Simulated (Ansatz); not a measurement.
Consider MgS in the rock salt structure (space group Fm-3m, No. 225; a = 5.203 Å). Axes: x, y, z lie along the cube axes.

Modification: uniaxial strain ε_zz = −2.50 %, all other strain components held at zero; the atoms relax in the strained cell.

Computed with r2SCAN (Ansatz, a first-principles code; PAW; 500 eV plane waves; without spin-orbit coupling).

Task: Give the band edges at the high-symmetry points of the new zone, measured from its valence-band maximum.

Result: 
```json
[
 {"point": "Γ", "valence edge (eV)": "0.00", "conduction edge (eV)": "4.82"},
 {"point": "X", "valence edge (eV)": "-1.67", "conduction edge (eV)": "3.53"},
 {"point": "P", "valence edge (eV)": "-2.57", "conduction edge (eV)": "6.13"},
 {"point": "N", "valence edge (eV)": "-0.66", "conduction edge (eV)": "5.20"},
 {"point": "M", "valence edge (eV)": "-1.90", "conduction edge (eV)": "3.39"},
 {"point": "S", "valence edge (eV)": "-1.60", "conduction edge (eV)": "4.38"},
 {"point": "S₀", "valence edge (eV)": "-1.60", "conduction edge (eV)": "4.38"},
 {"point": "R", "valence edge (eV)": "-2.40", "conduction edge (eV)": "5.85"},
 {"point": "G", "valence edge (eV)": "-2.40", "conduction edge (eV)": "5.85"}
]
```

The gap is 3.39 eV, indirect, Γ → M.

Stability against distortions was not tested. Labels are those of the standard path for the cell's own space group.
